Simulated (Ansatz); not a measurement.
Take Ga2O3 in the corundum structure (space group R-3c, No. 167; a = 4.9845 Å, c = 13.4410 Å (hexagonal axes)) as the base. Axes: x lies along a and z along c of the hexagonal cell.

Computed with plane-wave PAW DFT at the r2SCAN level (Ansatz, a quantum-chemistry and plane-wave program, 500 eV), no SOC, earlier PAW set.

For the base:

* **Band gap**: 3.57 eV
* **Electron mass**: 0.25 mₑ (at Γ)

The change: a pure shear with ε_yz = ε_zy = 0.0261; the atoms relax in the strained cell.

Task: How does this affect the band gap?

Result: The band gap shrinks by 0.03 eV, from 3.57 eV to 3.54 eV.

Task: What happens to the stress?

Result: The stress (xx, yy, zz, yz, xz, xy; compression positive) comes out as (-0.59, 1.70, 0.72, -4.51, 0.00, 0.00) GPa.

Task: How does this affect the largest internal atomic displacement?

Result: The largest internal atomic displacement is 0.016 Å.

Task: What happens to the electron mass?

Result: The electron mass remains 0.25 mₑ (at Γ).

Masses are band curvatures over ±0.01 Å⁻¹ around the edge. No phonon test of stability was made.
